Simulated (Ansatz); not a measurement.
Rock-salt MnS (model structure)

Calculation: LDA (Ansatz, a program for electronic structure, PAW).

Run with plane-wave cutoff 500 eV, 12×12×8 k mesh (along the axes of the cell as run), Fermi–Dirac smearing 0.05 eV, magnetic order afm1, spin-polarised with opposed moments, scalar-relativistic PAW data made under PBE.

Cell (relaxed at this level):

```xyz
4
Lattice="2.4183 2.4183 0.0000 -2.4183 2.4183 0.0000 0.0000 0.0000 4.8088" Properties=species:S:1:pos:R:3 pbc="T T T"
Mn     0.0000     0.0000     0.0000
Mn     0.0000     2.4183     2.4044
S      0.0000     0.0000     2.4044
S      0.0000     2.4183     0.0000
```

| Item | Result |
|---|---|
| band gap | none |

Note: the magnetic order was assumed, not searched for or taken from measurement.

Computed values are for the static lattice.

A model structure was made by putting elements into a prototype or built by hand; here it ended with the formula and space group of a phase in our tables.
